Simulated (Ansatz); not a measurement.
Formation energy of the bound charge states of Ni on the Al site in metastable zinc-blende AlN (start: the Al site; 64-site cell, 2×2×2 shifted sampling) against the Fermi level, Al-rich (Δμ(Al) = 0.00 eV, Δμ(Ni) = -1.62 eV, bounded by Al3Ni (Pnma); only phases computed here count, gases as isolated molecules at 0 K). Computed with PBE, PAW (plane waves to 420 eV; Ansatz, an electronic-structure program).

Set-up: 64-site cell; 2×2×2 shifted k-points; host gap 3.31 eV; charged states image-corrected; no Hubbard U; not converged in cell size; flagged in the runs: a doubtful potential alignment.

Left out: charge −2 (level within 0.1 eV of a band edge or past it).

```csv
E_F − E_VBM (eV),q = +1,q = 0,q = −1
0.00,6.25,6.60,8.68
0.41,6.67,6.60,8.27
0.83,7.08,6.60,7.85
1.24,7.49,6.60,7.44
1.66,7.91,6.60,7.02
2.07,8.32,6.60,6.61
2.48,8.74,6.60,6.20
2.90,9.15,6.60,5.78
3.31,9.56,6.60,5.37
```

Crossings of the lowest lines: (+1/0) at 0.35 eV; (0/−1) at 2.08 eV.
